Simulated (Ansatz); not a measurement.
**Fluorite PtAl2: elastic constant C44 by level of theory**

No measured value is used here.

```csv
level (code),value (GPa),cell (Å³/atom)
LDA (Ansatz),48.7,16.71
PBE (Ansatz),44.6,17.52
r²SCAN (Ansatz),50.2,17.15
```

The crystal itself was run without spin with LDA, PBE, r²SCAN; a magnetic state was not tried in these runs. Density-functional levels without +SOC have no spin–orbit coupling. Each level is taken at its own relaxed cell. Cutoffs differ between the levels. Ansatz's density-functional and Hartree–Fock values are scalar-relativistic unless marked +SOC, with PAW data made under PBE.

Ansatz is an electronic-structure program.
